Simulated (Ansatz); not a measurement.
YAs under a change: strain tensor (xx, yy, zz, yz, xz, xy) = (−1.27, −0.51, −0.87, −0.24, −0.01, +0.52) %

The reference is YAs in the rock salt structure (space group Fm-3m, No. 225; a = 5.748 Å; a model cell; relaxed with 0.1 eV smearing). Axes: x, y, z lie along the cube axes.

One thing is altered: strain tensor (xx, yy, zz, yz, xz, xy) = (−1.27, −0.51, −0.87, −0.24, −0.01, +0.52) %; the atoms relax in the strained cell.

Computed with Ansatz (an electronic-structure program), PBEsol, PAW, cutoff 420 eV, spin-orbit coupling left out. Settings: 17×17×17 k-points, 0.1 eV Fermi–Dirac smearing.

The volume per atom falls by 0.62 Å³ to 23.12 Å³ and the space group becomes P-1 (No. 2) (base: Fm-3m (No. 225)). The energy goes up by 5.2 meV/atom and the pressure (mean of the normal stresses, compression positive) goes from zero to 2.3 GPa. The band gap is still zero and the stress (xx, yy, zz, yz, xz, xy; compression positive) comes out as (3.1, 1.6, 2.3, 0.2, 0.0, -0.4) GPa.

Final structure:

```
CELL_PARAMETERS angstrom
      0.01466     2.85263     2.84229
      2.83740     0.00805     2.84890
      2.85235     2.87419    -0.00690
ATOMIC_POSITIONS crystal
  As 0.00000 0.00000 0.00000
  Y  0.50000 0.50000 0.50000
```

Cost of the whole job for the changed cell (relaxation, final SCF and bands): about 110 core-seconds (a rough figure).

Whether these cells are dynamically stable was not tested. The final runs are not spin-polarised.
